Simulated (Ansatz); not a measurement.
Cubic perovskite EuTiO₃

Calculation: LDA in Ansatz (plane waves, PAW).

Settings: plane-wave cutoff 500 eV, 10×10×10 k mesh, Fermi–Dirac smearing 0.05 eV, spin-polarised with parallel moments, scalar-relativistic PAW data made under PBE.

Cell (relaxed at this level):

```yaml
crystal:
  lattice:
    - [3.83955, 0.00000, 0.00000]
    - [0.00000, 3.83955, 0.00000]
    - [0.00000, 0.00000, 3.83955]
  atoms:
    - { symbol: Eu, position: [0.00000, 0.00000, 0.00000] }
    - { symbol: Ti, position: [0.50000, 0.50000, 0.50000] }
    - { symbol: O, position: [0.50000, 0.00000, 0.50000] }
    - { symbol: O, position: [0.00000, 0.50000, 0.50000] }
    - { symbol: O, position: [0.50000, 0.50000, 0.00000] }
```

```
Property                    Result
-------------------  -------------
volume per atom      11.32 Å³/atom
lattice parameter a        3.840 Å
```

Note: the magnetic order was assumed, not searched for or taken from measurement; the 4f shell is treated without U or exact exchange, so its levels and filling can be wrong.

Spin–orbit coupling is not included.

Cost on a shared machine: roughly 2.3 core-minutes.

Ansatz is a first-principles code.
